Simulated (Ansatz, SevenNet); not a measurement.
How the lattice parameter a of cubic perovskite CsPbCl₃ (cubic high-temperature phase) moves with the method

No measured value is used here.

```json
[
 {"level (code)": "SevenNet-0 (SevenNet)", "value (Å)": "?"},
 {"level (code)": "LDA (Ansatz)", "value (Å)": "5.521"},
 {"level (code)": "PBE (Ansatz)", "value (Å)": "5.736"},
 {"level (code)": "rVV10 (Ansatz)", "value (Å)": "5.672"},
 {"level (code)": "r²SCAN+rVV10 (Ansatz)", "value (Å)": "5.627"},
 {"level (code)": "HSE06 (Ansatz)", "value (Å)": "?"}
]
```

Some entries are withheld; supply them.


- SevenNet-0 (SevenNet), value (Å): 5.741
- HSE06 (Ansatz, a program for electronic structure), value (Å): 5.706

Density-functional levels without +SOC have no spin–orbit coupling. SevenNet-0, LDA, PBE, rVV10, r²SCAN+rVV10, HSE06: the relaxation could not lower the start's symmetry, so the cell can be a saddle point above a distorted one. Cutoffs and k meshes differ between the levels. Ansatz's density-functional and Hartree–Fock values are scalar-relativistic unless marked +SOC, with PAW data made under PBE.

Machine-learned potentials (SevenNet-0) are trained on DFT data, which may include these solids.
